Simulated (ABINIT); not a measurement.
# A self-consistent single point of TaNbAl₆ (P4/mmm, 8 atoms in the cell) with ABINIT

Level of theory: PBEsol, PAW (JTH v2.0 PBE PAW, files made for PBE) (plane waves; ABINIT).

Input:

```
# TaNbAl6, JTH v2.0 PBE PAW
pp_dirpath "./"
pseudos "Ta.GGA_PBE-JTH.xml, Al.GGA_PBE-JTH.xml, Nb.GGA_PBE-JTH.xml"
acell 3*1.0 Angstrom
rprim
         3.9100310000    0.0000000000    0.0000000000
         0.0000000000    3.9100310000    0.0000000000
         0.0000000000    0.0000000000    8.7054280000
natom 8
ntypat 3
znucl 73 13 41
typat 1 2 2 2 2 2 2 3
xcart
         1.9550155000    1.9550155000    4.3527140000
         1.9550155000    1.9550155000    0.0000000000
         0.0000000000    0.0000000000    4.3527140000
         0.0000000000    1.9550155000    2.1859329708
         0.0000000000    1.9550155000    6.5194950292
         1.9550155000    0.0000000000    2.1859329708
         1.9550155000    0.0000000000    6.5194950292
         0.0000000000    0.0000000000    0.0000000000
      Angstrom
ecut 571 eV
pawecutdg 1143 eV
pawxcdev 0
ixc -116133
occopt 3
tsmear 0.00183747
nband 29
kptopt 1
ngkpt 7 7 3
nshiftk 1
shiftk 0 0 0
nstep 80
tolvrs 1.0e-12
prtwf 0
prtden 0
enunit 2
```

The program printed (abridged):

```
 Symmetries : space group P4/m m m (#123); Bravais tP (primitive tetrag.)

 -outvars: echo values of preprocessed input variables --------
            acell      1.8897261329E+00  1.8897261329E+00  1.8897261329E+00 Bohr
             ecut      2.09838648E+01 Hartree
           enunit           2
              ixc     -116133
         kptrlatt        7    0    0      0    7    0      0    0    3
          kptrlen      4.93526244E+01
            natom           8
            nband          29
            ngfft          32      32      72
          ngfftdg          45      45      96
             nkpt          20
            nstep          80
             nsym          16
           ntypat           3
           occopt           3
        pawecutdg      4.20044789E+01 Hartree
         pawxcdev           0
            rprim      3.9100310000E+00  0.0000000000E+00  0.0000000000E+00
                       0.0000000000E+00  3.9100310000E+00  0.0000000000E+00
                       0.0000000000E+00  0.0000000000E+00  8.7054280000E+00
          spgroup         123
           tolvrs      1.00000000E-12
           tsmear      1.83747000E-03 Hartree
            typat      1  2  2  2  2  2  2  3
           useylm           1
             xred      5.0000000000E-01  5.0000000000E-01  5.0000000000E-01
                       5.0000000000E-01  5.0000000000E-01  0.0000000000E+00
                       0.0000000000E+00  0.0000000000E+00  5.0000000000E-01
                       0.0000000000E+00  5.0000000000E-01  2.5110000000E-01
                       0.0000000000E+00  5.0000000000E-01  7.4890000000E-01
                       5.0000000000E-01  0.0000000000E+00  2.5110000000E-01
                       5.0000000000E-01  0.0000000000E+00  7.4890000000E-01
                       0.0000000000E+00  0.0000000000E+00  0.0000000000E+00
            znucl       73.00000   13.00000   41.00000

== DATASET  1 ==================================================================

 Real(R)+Recip(G) space primitive vectors, cartesian coordinates (Bohr,Bohr^-1):
 R(1)=  7.3888878  0.0000000  0.0000000  G(1)=  0.1353384  0.0000000  0.0000000
 R(2)=  0.0000000  7.3888878  0.0000000  G(2)=  0.0000000  0.1353384  0.0000000
 R(3)=  0.0000000  0.0000000 16.4508748  G(3)=  0.0000000  0.0000000  0.0607870
 Unit cell volume ucvol=  8.9814641E+02 bohr^3
 Angles (23,13,12)=  9.00000000E+01  9.00000000E+01  9.00000000E+01 degrees

 Coarse grid specifications (used for wave-functions):

 getcut: wavevector=  0.0000  0.0000  0.0000  ngfft=  32  32  72
         ecut(hartree)=     20.984   => boxcut(ratio)=   2.10021

 Fine grid specifications (used for densities):

 getcut: wavevector=  0.0000  0.0000  0.0000  ngfft=  45  45  96
         ecut(hartree)=     42.004   => boxcut(ratio)=   2.00018

   3.10886383E+03                                ecore*ucvol(ha*bohr**3)

_setup2: Arith. and geom. avg. npw (full set) are    4123.517    4123.495

--- !BeginCycle
solver: {iscf: 17, nstep: 80, nline: 4, wfoptalg: 10, }
tolerances: {tolvrs: 1.00E-12, }
...

     iter   Etot(hartree)      deltaE(h)  residm     nres2
 ETOT  1  -127.71719849152    -1.277E+02 1.832E+00 1.392E+01
 ETOT  2  -129.31758553349    -1.600E+00 3.732E-02 1.237E+01
 ETOT  3  -129.28441374597     3.317E-02 2.597E-02 1.060E+00
 ETOT  4  -129.28451369517    -9.995E-05 5.609E-03 2.212E-01
 ETOT  5  -129.28347878931     1.035E-03 3.238E-03 7.346E-03
 ETOT  6  -129.28355624944    -7.746E-05 2.916E-03 5.119E-03
   [... 5 lines left out ...]
 ETOT 12  -129.28353914366     9.942E-11 3.548E-04 2.123E-09
 ETOT 13  -129.28353914365     4.718E-12 2.066E-04 4.380E-10
 ETOT 14  -129.28353914365     1.876E-12 1.216E-04 8.217E-12
 ETOT 15  -129.28353914365     1.080E-12 7.947E-05 2.685E-12
 ETOT 16  -129.28353914365    -1.336E-12 7.019E-05 6.018E-14

 At SCF step   16       nres2   =  6.02E-14 < tolvrs=  1.00E-12 =>converged.

 Cartesian components of stress tensor (hartree/bohr^3)
  sigma(1 1)=  2.64319491E-04  sigma(3 2)=  0.00000000E+00
  sigma(2 2)=  2.64319491E-04  sigma(3 1)=  0.00000000E+00
  sigma(3 3)=  2.37765036E-04  sigma(2 1)=  0.00000000E+00

 ----iterations are completed or convergence reached----

 reduced coordinates (array xred) for    8 atoms
       0.500000000000      0.500000000000      0.500000000000
       0.500000000000      0.500000000000      0.000000000000
       0.000000000000      0.000000000000      0.500000000000
       0.000000000000      0.500000000000      0.251100000000
       0.000000000000      0.500000000000      0.748900000000
       0.500000000000      0.000000000000      0.251100000000
       0.500000000000      0.000000000000      0.748900000000
       0.000000000000      0.000000000000      0.000000000000
 cartesian forces (eV/Angstrom) at end:
    1     -0.00000000000000    -0.00000000000000     0.00000000000000
    2     -0.00000000000000    -0.00000000000000     0.00000000000000
    3     -0.00000000000000    -0.00000000000000     0.00000000000000
    4     -0.00000000000000    -0.00000000000000    -0.01340650350356
    5     -0.00000000000000    -0.00000000000000     0.01340650350356
    6     -0.00000000000000    -0.00000000000000    -0.01340650350356
    7     -0.00000000000000    -0.00000000000000     0.01340650350356
    8     -0.00000000000000    -0.00000000000000     0.00000000000000
 frms,max,avg= 5.4731821E-03 1.3406504E-02   0.000E+00  0.000E+00  0.000E+00 e/A
 length scales=  1.889726132886  1.889726132886  1.889726132886 bohr
              =  1.000000000000  1.000000000000  1.000000000000 angstroms
 Fermi (or HOMO) energy (hartree) =   0.31572   Average Vxc (hartree)=  -0.39285
 Eigenvalues (hartree) for nkpt=  20  k points:
 kpt#   1, nband= 29, wtk=  0.00680, kpt=  0.0000  0.0000  0.0000 (reduced coord)
  -2.17662   -1.69225   -0.94755   -0.94755   -0.94039   -0.81691   -0.81691   -0.81095
  -0.06699    0.00297    0.01718    0.17575    0.19802    0.21187    0.21927    0.23924
   0.23924    0.26930    0.26930    0.27531    0.31354    0.31354    0.31724    0.32649
   0.36490    0.36490    0.37069    0.39224    0.41820
      occupation numbers for kpt#   1
   2.00000    2.00000    2.00000    2.00000    2.00000    2.00000    2.00000    2.00000
   2.00000    2.00000    2.00000    2.00000    2.00000    2.00000    2.00000    2.00000
   2.00000    2.00000    2.00000    2.00000    1.53252    1.53252    0.60874    0.00567
   0.00000    0.00000    0.00000    0.00000    0.00000
 prteigrs : prtvol=0 or 1, do not print more k-points.

 Fermi (or HOMO) energy (eV) =   8.59127   Average Vxc (eV)= -10.68999
 Eigenvalues (   eV  ) for nkpt=  20  k points:
 kpt#   1, nband= 29, wtk=  0.00680, kpt=  0.0000  0.0000  0.0000 (reduced coord)
 -59.22891  -46.04838  -25.78414  -25.78414  -25.58918  -22.22931  -22.22931  -22.06698
  -1.82283    0.08076    0.46742    4.78243    5.38843    5.76532    5.96666    6.51017
   6.51017    7.32811    7.32811    7.49150    8.53191    8.53191    8.63260    8.88438
   9.92935    9.92935   10.08696   10.67336   11.37978
 prteigrs : prtvol=0 or 1, do not print more k-points.

--- !EnergyTerms
comment             : Components of total free energy in Hartree
kinetic             :  2.41563537295434E+01
hartree             :  3.14005535772775E+01
xc                  : -2.10661069480376E+01
Ewald energy        : -9.45616093552708E+01
psp_core            :  3.46142212004324E+00
local_psp           : -7.46337703331551E+01
spherical_terms     :  1.95994750323759E+00
internal            : -1.29283209706362E+02
'-kT*entropy'       : -3.29400940022124E-04
total_energy        : -1.29283539107302E+02
total_energy_eV     : -3.51798400942811E+03
...

-Cartesian components of stress tensor (GPa)         [Pressure= -7.5161E+00 GPa]
- sigma(1 1)=  7.77654660E+00  sigma(3 2)=  0.00000000E+00
- sigma(2 2)=  7.77654660E+00  sigma(3 1)=  0.00000000E+00
- sigma(3 3)=  6.99528770E+00  sigma(2 1)=  0.00000000E+00

 Calculation completed.
```

The run converged in 16 iterations.

The starting cell comes from a database of computed structures (which also holds hypothetical and non-ambient phases and stackings), without a prior relaxation at this level. Its lattice was rescaled by a random factor within 2.5 % of one. Spin polarisation is off. The potentials were made for another functional than the one used. With a pressure of about -8 GPa the cell is away from its equilibrium volume at this level.

Cost on one core of a shared machine: roughly 2 min.
